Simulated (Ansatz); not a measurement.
**Convergence series on ZnO (P6_3mc, 4 atoms in the cell)**

```
ZnO
1.0
    3.23735     0.00000     0.00000
   -1.61868     2.80363     0.00000
    0.00000     0.00000     5.22206
Zn O
2 2
Cartesian
  1.61868   0.93454   2.61411
  0.00000   1.86909   0.00308
  1.61868   0.93454   4.59395
  0.00000   1.86909   1.98292
```

Method: PBE0, default PAW files made with PBE (plane waves; Ansatz, a quantum-chemistry and plane-wave program).

The starting cell comes from a database of computed structures (which also holds hypothetical and non-ambient phases and stackings), without a prior relaxation at this level. Ansatz's pressure includes its estimate of the finite-basis (Pulay) stress.

Held fixed: basis.ecutwfc = 30.9 Ry; hamiltonian.xc = pbe0; hamiltonian.pseudopotentials = {kind: paw} (the program's default PAW files); scf.occupations.method = fixed.

ΔF is the free energy per atom less that of the last row (9 9 5).

```
kpoints.mp_grid.grid  ΔF (meV/atom)  pressure (GPa)  largest force (eV/Å)  gap on the mesh (eV)  k-points
--------------------  -------------  --------------  --------------------  --------------------  --------
5 5 3                          0.81            0.92                 0.013                 3.224        10
7 7 3                          0.16            0.93                 0.014                 3.207        16
7 7 4                          0.01            0.93                 0.014                 3.204        24
8 8 5                          0.01            0.92                 0.014                 3.200        30
9 9 5                          0.00            0.93                 0.014                 3.198        36
```

Gap on the mesh within 0.02 eV of the last row: from kpoints.mp_grid.grid = 7 7 3 on; the one before it is off by 0.026 eV.

The gap is read on the k-point mesh of the run and can differ from the gap over the whole zone at this level.

Keys are those of Ansatz 0.2.
